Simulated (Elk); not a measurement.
# Worked example: self-consistent single point of Ni3Pb2Se2 (R-3m, 7 atoms in the cell) in Elk

Computed with PBEsol, all-electron FP-LAPW, Elk's shipped species files, default APW+lo basis (Elk).

This input was run:

```
tasks
  0

xctype
  22

rgkmax
  7.0

rmtscf
  0.85

stype
  0

swidth
  0.00367493

avec
    5.3977190392    3.1163741151    9.1528565040
   -5.3977190392    3.1163741151    9.1528565040
    0.0000000000   -6.2327495058    9.1528560697

atoms
  3   : nspecies
  'Ni.in'   : spfname
  3   : natoms; atposl, bfcmt below
  0.0000000000  0.0000000000  0.5000000000    0.0 0.0 0.0
  0.5000000000  0.0000000000  0.0000000000    0.0 0.0 0.0
  0.0000000000  0.5000000000  0.0000000000    0.0 0.0 0.0
  'Pb.in'   : spfname
  2   : natoms; atposl, bfcmt below
  0.0000000000  0.0000000000  0.0000000000    0.0 0.0 0.0
  0.5000000000  0.5000000000  0.5000000000    0.0 0.0 0.0
  'Se.in'   : spfname
  2   : natoms; atposl, bfcmt below
  0.7226370000  0.7226370000  0.7226370000    0.0 0.0 0.0
  0.2773630000  0.2773630000  0.2773630000    0.0 0.0 0.0

ngridk
  4 4 4
```

Log, with long lists cut:

```
│ Elk code version 10.2.4 │

All units are atomic (Hartree, Bohr, etc.)

│ Ground-state run starting from atomic densities │

Lattice vectors :
   5.397719039       3.116374115       9.152856504
  -5.397719039       3.116374115       9.152856504
   0.000000000      -6.232749506       9.152856070

Unit cell volume      :    923.7784353
Brillouin zone volume :   0.2685169993

Muffin-tin inner radius fraction :   0.1000000000E-01

Nuclei treated as point charges

Species :    1 (Ni)
 parameters loaded from : Ni.in
 name : nickel
 nuclear charge    :   -28.00000000
 electronic charge :    28.00000000
 atomic mass :    106991.5230
 muffin-tin radius :    2.040000000
 number of radial points in muffin-tin :    497
 atomic positions (lattice), magnetic fields (Cartesian) :
   1 :   0.00000000  0.00000000  0.50000000    0.00000000  0.00000000  0.00000000
   2 :   0.50000000  0.00000000  0.00000000    0.00000000  0.00000000  0.00000000
   3 :   0.00000000  0.50000000  0.00000000    0.00000000  0.00000000  0.00000000

Species :    2 (Pb)
 parameters loaded from : Pb.in
 name : lead
 nuclear charge    :   -82.00000000
 electronic charge :    82.00000000
 atomic mass :    377702.4940
 muffin-tin radius :    2.380000000
 number of radial points in muffin-tin :    697
 atomic positions (lattice), magnetic fields (Cartesian) :
   1 :   0.00000000  0.00000000  0.00000000    0.00000000  0.00000000  0.00000000
   2 :   0.50000000  0.50000000  0.50000000    0.00000000  0.00000000  0.00000000

Species :    3 (Se)
 parameters loaded from : Se.in
 name : selenium
 nuclear charge    :   -34.00000000
 electronic charge :    34.00000000
 atomic mass :    143935.2748
 muffin-tin radius :    2.040000000
 number of radial points in muffin-tin :    497
 atomic positions (lattice), magnetic fields (Cartesian) :
   1 :  -0.27736300 -0.27736300 -0.27736300    0.00000000  0.00000000  0.00000000
   [... lines left out ...]
Maximum (1/2)|G+k|²                   :    5.364126083
Maximum |G| for potential and density :    12.00000000
 potential will be trimmed for |G| > 2 gkmax
Constant for pseudocharge density :    7
Radial integration step length :    4

G-vector grid sizes :     45    45    45
Number of G-vectors :    27011

Maximum angular momentum used for
 APW functions                      :    8
 outer part of muffin-tin           :    6
 inner part of muffin-tin           :    1

Total nuclear charge    :   -316.0000000
Total core charge       :    208.0000000
Total valence charge    :    108.0000000
Total excess charge     :    0.000000000
Total electronic charge :    316.0000000

Effective Wigner radius, rₛ :   0.8870144796

Number of empty states         :   28
Total number of valence states :   82
Total number of core states    :  208

Total number of local-orbitals :  111

Exchange-correlation functional :     22     0     0
 PBEsol, Phys. Rev. Lett. 100, 136406 (2008)
 gradient requirement :    1
 generalised gradient approximation (GGA)

Smearing type :    0
 Gaussian
Smearing width :   0.3674930000E-02
Effective electronic temperature (K) :    1160.451112

Mixing type :    3
 Broyden mixing, J. Phys. A: Math. Gen. 17, L317 (1984)

Kohn-Sham potential initialised from atomic data
│ Self-consistent loop started │
│ Loop number : 1 │
 total energy                :     -51315.6910965
│ Loop number : 2 │
 total energy                :     -51313.2986037
RMS change in Kohn-Sham potential (target) :   0.5689544431     (  0.1000000000E-05)
Absolute change in total energy (target)   :    2.392492767     (  0.1000000000E-03)
│ Loop number : 3 │
 total energy                :     -51304.1853712
RMS change in Kohn-Sham potential (target) :   0.4358710313     (  0.1000000000E-05)
Absolute change in total energy (target)   :    9.711355676     (  0.1000000000E-03)
│ Loop number : 4 │
 total energy                :     -51293.2390343
RMS change in Kohn-Sham potential (target) :   0.3116726612     (  0.1000000000E-05)
Absolute change in total energy (target)   :    13.37417586     (  0.1000000000E-03)
│ Loop number : 5 │
 total energy                :     -51277.9892426
RMS change in Kohn-Sham potential (target) :   0.1584150918     (  0.1000000000E-05)
Absolute change in total energy (target)   :    18.59333567     (  0.1000000000E-03)
   [... lines left out ...]
Absolute change in total energy (target)   :   0.8251442778E-03 (  0.1000000000E-03)
│ Loop number : 16 │
 total energy                :     -51262.2662248
RMS change in Kohn-Sham potential (target) :   0.7894314107E-06 (  0.1000000000E-05)
Absolute change in total energy (target)   :   0.7381937467E-03 (  0.1000000000E-03)
│ Loop number : 17 │
 total energy                :     -51262.2661110
RMS change in Kohn-Sham potential (target) :   0.8350293551E-06 (  0.1000000000E-05)
Absolute change in total energy (target)   :   0.2983511149E-03 (  0.1000000000E-03)
│ Loop number : 18 │
 total energy                :     -51262.2660686
RMS change in Kohn-Sham potential (target) :   0.2044283825E-06 (  0.1000000000E-05)
Absolute change in total energy (target)   :   0.1170012110E-03 (  0.1000000000E-03)
│ Loop number : 19 │
 total energy                :     -51262.2660650
RMS change in Kohn-Sham potential (target) :   0.4158067519E-07 (  0.1000000000E-05)
Absolute change in total energy (target)   :   0.3286534775E-04 (  0.1000000000E-03)
Convergence targets achieved

│ Loop number : 20 │

Energies :
 Fermi                       :     0.264591578968
 sum of eigenvalues          :     -31301.8332301
 electron kinetic            :      58324.1937824
 core electron kinetic       :      57172.5408684
 Coulomb                     :     -108457.088907
 Coulomb potential           :     -88140.7079922
 nuclear-nuclear             :     -3944.54060562
 electron-nuclear            :     -120884.388610
 Hartree                     :      16371.8403087
 Madelung                    :     -64386.7349104
 xc potential                :     -1485.31902037
 exchange                    :     -1109.79756616
 correlation                 :     -19.5733731853
 total energy                :     -51262.2660635

Density of states at Fermi energy :    120.0355446
 (states/Hartree/unit cell)

Estimated indirect band gap :   0.1843452914E-02
 from k-point     11 to k-point      2
Estimated direct band gap   :   0.1012261411E-01
 at k-point      2

Charges :
 core                        :    208.0000000
 valence                     :    108.0000000
 interstitial                :    15.39825088
 muffin-tins (core leakage)
  species :    1 (Ni)
   atom    1                 :    26.44000859     (  0.1947443134E-02)
   atom    2                 :    26.44000859     (  0.1947443134E-02)
   atom    3                 :    26.44000859     (  0.1947443134E-02)
  species :    2 (Pb)
   atom    1                 :    79.26224461     (  0.8519778013E-02)
   atom    2                 :    79.28286025     (  0.8529847174E-02)
  species :    3 (Se)
   atom    1                 :    31.36830925     (  0.6183358667E-03)
   atom    2                 :    31.36830925     (  0.6183358667E-03)
 total in muffin-tins        :    300.6017491
 total calculated charge     :    315.9611273
 total charge                :    316.0000000
 error                       :   0.3887272054E-01

│ Self-consistent loop stopped │
```

The run converged in 20 iterations. The count includes the last loop, which Elk runs after its targets are met.

The starting cell comes from a database of computed structures (which also holds hypothetical and non-ambient phases and stackings), without a prior relaxation at this level. Spin-orbit coupling is off. Spin polarisation is off, so a magnetic state, if there is one, cannot be reached. Values depend on the basis (sphere radii, cutoffs, local orbitals), which need not be converged. The log's line on a gap gives a spacing of levels on this mesh, which the program prints for metals too.

Cost on one core of a shared machine: roughly 2 min.
